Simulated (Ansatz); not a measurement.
Levels about the gap of amorphous hafnium silicate (Hf₁₈O₃₈Si) (57 atoms in a cell of 742 Å³, 8.61 g/cm³; zone centre alone, so wide bands show as single levels with stretches between that a denser mesh fills), at the geometry that PBE relaxed, where it gives 1.1 GPa on a denser mesh. The participation number counts the atoms over which a state spreads; weights are charges in smoothed Voronoi cells. The levels come from a single point, so bond lengths are those of that geometry. Method of the levels: PBE, scalar-relativistic without spin-orbit coupling (Ansatz, an electronic-structure program). Sampling: the zone centre alone; Fermi-Dirac width 0.02 eV; no spin polarisation. At PBE the levels at the filled edge of the gap are localised (band-tail or defect states).

It comes from a melt-quench run on a machine-learned potential (CHGNet), relaxed afterwards by DFT. O atoms were pushed apart under 1.9 Å during the dynamics, to hinder bonds among them. The hot cell started wider than the set density and was brought back towards it in steps. It is the lowest in DFT energy of 2 quenches. It is a model cell: composition and starting density were chosen by hand, and all elements were melted together. No dispersion term was used. Its density started from a set value of 8.61 and ended at 8.61 g/cm³. Cooling (nominally 300 K/ps over its main leg) ran many orders faster than in experiment, which tends to leave more defects and strain. A cell of this size samples the disorder only roughly. The volume was held where the preparation left it, at a PBE pressure of 1.1 GPa. Stress components on the final sampling reach 2.7 GPa. Cycles of charging lowered its energy after that relaxation.

```tsv
E - E(highest filled), eV	filling	participation number	largest on	weight O	weight Hf	weight Si
-0.40	filled	22.4	O, 3 neighbours	0.95	0.05	0.00
-0.37	filled	19.5	O, 3 neighbours	0.95	0.05	0.00
-0.33	filled	14.5	O, 2 neighbours	0.95	0.05	0.00
-0.28	filled	13.4	O, 2 neighbours	0.95	0.05	0.00
-0.24	filled	16.0	O, 2 neighbours	0.95	0.05	0.00
-0.12	filled	9.7	O, 2 neighbours	0.95	0.05	0.00
0.00	filled	6.6	O, 2 neighbours	0.95	0.05	0.00
4.01	empty	25.6	Hf, 6 neighbours	0.48	0.52	0.00
4.16	empty	15.4	Hf, 6 neighbours	0.38	0.62	0.00
4.27	empty	23.0	Hf, 6 neighbours	0.38	0.62	0.00
4.43	empty	25.9	Hf, 6 neighbours	0.44	0.56	0.00
4.52	empty	16.3	Hf, 6 neighbours	0.39	0.61	0.00
4.55	empty	24.6	Hf, 6 neighbours	0.36	0.64	0.00
4.73	empty	16.3	Hf, 6 neighbours	0.40	0.60	0.00
```

Most localised among these is the filled level at +0.00 eV, on a O atom, which has 2 neighbours (Hf 1.97 Å, Hf 2.04 Å).
